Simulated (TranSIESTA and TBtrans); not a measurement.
Junction: Sn chain with one Ag atom in place of Sn. Leads: straight Sn chain, spacing 2.75 Å. Geometry: 3 atoms about the centre moved by SIESTA (PBE, DZP) to a largest force of 0.01 eV/Å, all others as built, motion along the axis alone. Transport runs along z; the first 4 and the last 4 of the 15 atoms are the lead cells, repeated to infinity.

```xyz
15
Lattice="9.000 0.000 0.000 0.000 9.000 0.000 0.000 0.000 41.150" Properties=species:S:1:pos:R:3 pbc="F F T"
Sn     4.500     4.500     0.000
Sn     4.500     4.500     2.750
Sn     4.500     4.500     5.500
Sn     4.500     4.500     8.250
Sn     4.500     4.500    11.000
Sn     4.500     4.500    13.750
Sn     4.500     4.500    16.491
Ag     4.500     4.500    19.197
Sn     4.500     4.500    21.910
Sn     4.500     4.500    24.650
Sn     4.500     4.500    27.400
Sn     4.500     4.500    30.150
Sn     4.500     4.500    32.900
Sn     4.500     4.500    35.650
Sn     4.500     4.500    38.400
```

Run with TranSIESTA and TBtrans (open boundaries, self-consistent; PseudoDojo norm-conserving potentials, scalar-relativistic): PAO.BasisSize DZP, PAO.EnergyShift 0.15 eV, XC.Authors PBE, Mesh.Cutoff 200 Ry, ElectronicTemperature 300 K, TS.Voltage 0.0 eV, TBT.Elecs.Eta 0.001 eV, no spin polarisation.

Energies count from the leads' Fermi level. Transmissions are for one spin of a degenerate pair. The energy step is 0.01 eV; narrower resonances are cut or missed.

```
E (eV)     T
------  ----
-0.20   1.15
-0.15   1.21
-0.10   1.25
-0.05   1.28
0.00    1.29
0.05    1.29
0.10    1.28
0.15    1.27
0.20    1.25
```

Task: Give the zero-bias conductance in μS and the resistance at 300 K.

Result: At the Fermi level T = 1.29. Averaged with −∂f/∂E over the full grid (kT = 25.9 meV) it is 1.29. With G0 = 2e²/h = 77.48 μS, G = 99.9 μS and R = 1/G = 10.0 kΩ.

Task: The eigenchannels at the Fermi level transmit 0.632, 0.330, 0.330. What Fano factor of the shot noise follows at low temperature and bias?

Result: F = Σ τ(1 − τ)/Σ τ = 0.675/1.29 = 0.52.

The straight chain is held at its spacing; free chains may zigzag or dimerise. No spin-polarised start was tried, so a magnetic state, if there is one, is missed.
